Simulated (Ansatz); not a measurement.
Take HfN in the rock salt structure (space group Fm-3m, No. 225; a = 4.526 Å; relaxed with 0.1 eV smearing) as the base.

Computed with r2SCAN in Ansatz (plane waves to 500 eV, PAW, spin-orbit coupling left out), earlier PAW set.

For the base:

```
Item       Result
--------  -------
Pressure  0.0 GPa
```

It is then changed as follows: every lattice vector is stretched by 0.33 %; the atoms relax in the strained cell.

### Question
How does this affect the energy relative to the base and pressure?

### Answer
The energy increases by 1.0 meV/atom; the pressure goes from zero to -2.7 GPa.

Stability against distortions was not tested. All final runs are without spin polarisation. An odd electron count without spin: HfN.

Ansatz is an electronic-structure program.
